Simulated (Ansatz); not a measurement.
Start from As in the A7 type structure (space group R-3m, No. 166; a = 3.761 Å, c = 10.734 Å (hexagonal axes); layered).

Method: Kohn–Sham DFT with the r2SCAN+rVV10 functional, run in Ansatz (an electronic-structure program) with PAW and 500 eV plane waves, no spin-orbit coupling.

One change was made to it. Results:

```json
[
 {"quantity": "density", "base": "5.68 g/cm³", "after": "6.46 g/cm³"},
 {"quantity": "band gap", "base": "zero", "after": "zero"}
]
```

Task: Which change produced these results?
(A) pressure 7 GPa
(B) pressure 50 GPa
(C) pressure 15 GPa

Result: A, pressure 7 GPa. For comparison, the density in the other runs: pressure 50 GPa gives 8.54 g/cm³; pressure 15 GPa gives 7.00 g/cm³.

Load acts through the strain it causes; cell and atoms are relaxed under it. Stability against distortions was not tested. Along this pressure series the structure jumps between pressure 30 GPa and pressure 50 GPa; cells beyond that are another form of it. Measured, As leaves this structure (for simple cubic) near 25 GPa (temperature not stated; as listed in Olga Degtyareva, NATO science for peace and security series. B, Physics and biophysics (2010)).
